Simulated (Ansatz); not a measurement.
## Ca interstitial in bulk 2H MoS2

Calculation: PBE-D3(BJ), PAW (plane waves to 420 eV; Ansatz, a quantum-chemistry and plane-wave program). The supercell holds 54 host sites (3×3×1 repeats of the unit cell), with a 3×3×2 Γ-centred k-point sampling for the final energies. Site at the start: void with 6S nearest. Energies of charged states are corrected for periodic images (point charge plus alignment at distant sites). Dielectric constants: PBE linear response of the host. Host gap at this level: 0.77 eV. A cell of this size leaves errors of a few tenths of an eV. The semilocal functional narrows the gap, so deep levels can fall outside it. Spin–orbit coupling is left out. Each state is the lowest found from its start.

The name describes the start; the neighbours show where the atoms ended.

Charges from +2 to 0 were run; one beyond them could lie lower near a band edge.

```json
[
 {"charge": "+2†", "moment (μB)": "not spin-polarised", "largest move off a lattice site (Å)": "0.23", "neighbours of the last Ca atom of the defect at the end (Å)": "S 2.54, S 2.54, S 2.54, S 2.54, S 2.54, S 2.54", "image correction with alignment (eV)": "0.96"},
 {"charge": "+1†", "moment (μB)": "quenched", "largest move off a lattice site (Å)": "0.22", "neighbours of the last Ca atom of the defect at the end (Å)": "S 2.53, S 2.53, S 2.53, S 2.53, S 2.53, S 2.53", "image correction with alignment (eV)": "0.44"},
 {"charge": "0†", "moment (μB)": "not spin-polarised", "largest move off a lattice site (Å)": "0.22", "neighbours of the last Ca atom of the defect at the end (Å)": "S 2.53, S 2.53, S 2.53, S 2.53, S 2.53, S 2.53", "image correction with alignment (eV)": "0.00"}
]
```

† Not settled in this cell, so no level is given: charge +2: carriers not clearly localised; charge +1: a level filled in part, carriers not clearly localised; charge 0: a level filled in part, carriers not clearly localised, level within 0.1 eV of a band edge or past it.

Starting moments that weren't kept: charge +1 began with 1 μB and ended with 0.0.

Flagged in the runs: a doubtful potential alignment, a host whose relaxation on this sampling wasn't shown to rest, a strain field that reaches the edge of the cell.
